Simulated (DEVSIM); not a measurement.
Device: Al/Si3N4/n-Si capacitor, at 300 K.

```
layer (left to right)  material  thickness (nm)  Nd (cm⁻³)
---------------------  --------  --------------  ---------
1                         Si3N4            6.80          -
2                            Si            9700     3.5e15
```

Metal gate on the left, work function 4.1 eV. Fixed charge at the semiconductor interface 0 cm⁻² (in units of +e); interface traps 1.6e10 cm⁻² eV⁻¹, uniform in energy, neutral level at 0.7 of the gap above the valence band.

This is a model device: material constants are rounded textbook-type values typed into the input, and sizes, dopings and lifetimes were drawn at random. Values at 300 K; Nc and Nv go as T^1.5, mobilities as T to minus their exponent, the gap by Varshni's rule with the affinity fixed.

```csv
parameter,Si3N4,Si
gap (eV),5.1,1.124
affinity (eV),2.1,4.05
permittivity,7.5,11.7
Nc (cm⁻³),-,2.86e19
Nv (cm⁻³),-,3.1e19
Varshni α (eV/K),-,0.000473
Varshni β (K),-,636
```

Model (solved in DEVSIM): 1D Poisson equation in equilibrium, Boltzmann statistics, complete ionisation; no quantum confinement or tunnelling. Metal contacts follow the ideal Schottky-Mott rule: no Fermi-level pinning, no interface dipoles.

Base results: minimum of the low-frequency capacitance (μF/cm²) 0.0262; threshold voltage (band bending 2φF) (V) -0.87; flat-band voltage (V) -0.18.

Task: What follows from this one change: interface trap density 1.6e+10 → 1e+12 cm^-2 eV^-1?

Result: minimum of the low-frequency capacitance 0.0262 → 0.155 μF/cm²; threshold voltage (band bending 2φF) -0.87 → -0.96 V; flat-band voltage -0.18 → -0.17 V.

Task: What follows from this one change: temperature 300 → 400 K?

Result: minimum of the low-frequency capacitance 0.0262 → 0.0346 μF/cm²; threshold voltage (band bending 2φF) -0.87 → -0.74 V; flat-band voltage -0.18 → -0.28 V.

Task: What follows from this one change: substrate doping 3.5e+15 → 1.8e+14 cm^-3?

Result: minimum of the low-frequency capacitance 0.0262 → 0.00894 μF/cm²; threshold voltage (band bending 2φF) -0.87 → -0.77 V; flat-band voltage -0.18 → -0.26 V.
